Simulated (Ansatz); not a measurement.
For W₂C (P-3m1, No. 164; start mp-1008625), LDA (plane waves, PAW; Ansatz, a first-principles code) gives:

```
Quantity                          Value
------------------------------  -------
equilibrium lattice constant a  3.017 Å
lattice parameter c             4.620 Å
```

Task: What does PBEsol in Ansatz (plane waves, PAW) give for the same quantities?

Result: 
- lattice constant a: 3.034 Å (rises by 0.6 %)
- lattice parameter c: 4.644 Å (goes up by 0.5 %)

Changes are worked out from the printed values.

Unless a cell is named, each level is at its own relaxed cell (LDA 12.14, PBEsol 12.34 Å³/atom).

Levels without +SOC leave out spin–orbit coupling, which shifts energies and cells of such heavy elements.

Caveats: the relaxation could not lower the start's symmetry, so the cell can be a saddle point above a distorted one (LDA, PBEsol). Ansatz's density-functional and Hartree–Fock values are scalar-relativistic unless marked +SOC, with PAW data made under PBE.

A start named mp-… is a Materials Project structure, which can be a computed phase never made.
